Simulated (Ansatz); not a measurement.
# How the LO phonon frequency at X of rock-salt ZrN moves with the method

No measured value is used here.

| level (code) | value (cm⁻¹) | cell (Å³/atom) |
|---|---|---|
| LDA (Ansatz) | 482 | 11.58 |
| BLYP (Ansatz) | 434 | 12.54 |
| PBE (Ansatz) | 449 | 12.13 |
| revPBE (Ansatz) | 441 | 12.26 |
| RPBE (Ansatz) | 437 | 12.32 |
| PBE-D3(BJ) (Ansatz) | 471 | 11.84 |

PBE-D3(BJ): the dispersion coefficients are held fixed in the derivatives. Each level is taken at its own relaxed cell. Ansatz's density-functional and Hartree–Fock values are scalar-relativistic unless marked +SOC, with PAW data made under PBE.

Ansatz is a program for electronic structure.
